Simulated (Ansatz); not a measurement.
ScAl3, response to strain

The reference is ScAl3 in the Cu3Au type structure (space group Pm-3m, No. 221; relaxed with 0.1 eV smearing).

```
CELL_PARAMETERS angstrom
      4.03268     0.00000     0.00000
      0.00000     4.03268     0.00000
      0.00000     0.00000     4.03268
ATOMIC_POSITIONS crystal
  Sc 0.00000 0.00000 0.00000
  Al 0.00000 0.50000 0.50000
  Al 0.50000 0.00000 0.50000
  Al 0.50000 0.50000 0.00000
```

Cartesian axes are those of the cell as printed.

Strains are applied to the cell and any free atomic positions relax.

Method: Kohn–Sham DFT with the LDA functional, run in Ansatz (a first-principles code) with PAW and 420 eV plane waves, no SOC.

Notes on the quantities. pressure: mean of the normal stresses, compression positive; energy relative to the base: free energy F.

```json
[
 {"variant": "base", "pressure": "0.0 GPa", "volume per atom": "16.40 Å³", "energy relative to the base": "0 meV/atom"},
 {"variant": "uniaxial strain ε_zz = +0.60 %", "pressure": "-0.6 GPa", "volume per atom": "16.49 Å³", "energy relative to the base": "+0.4 meV/atom"},
 {"variant": "uniaxial strain ε_zz = +1.20 %", "pressure": "-1.1 GPa", "volume per atom": "16.59 Å³", "energy relative to the base": "+1.4 meV/atom"},
 {"variant": "uniaxial strain ε_zz = +1.80 %", "pressure": "-1.6 GPa", "volume per atom": "16.69 Å³", "energy relative to the base": "+3.2 meV/atom"},
 {"variant": "uniaxial strain ε_zz = +2.40 %", "pressure": "-2.1 GPa", "volume per atom": "16.79 Å³", "energy relative to the base": "+5.6 meV/atom"},
 {"variant": "uniaxial strain ε_zz = +3.00 %", "pressure": "-2.6 GPa", "volume per atom": "16.89 Å³", "energy relative to the base": "+8.7 meV/atom"}
]
```

Stability against distortions was not tested. All final runs are without spin polarisation.
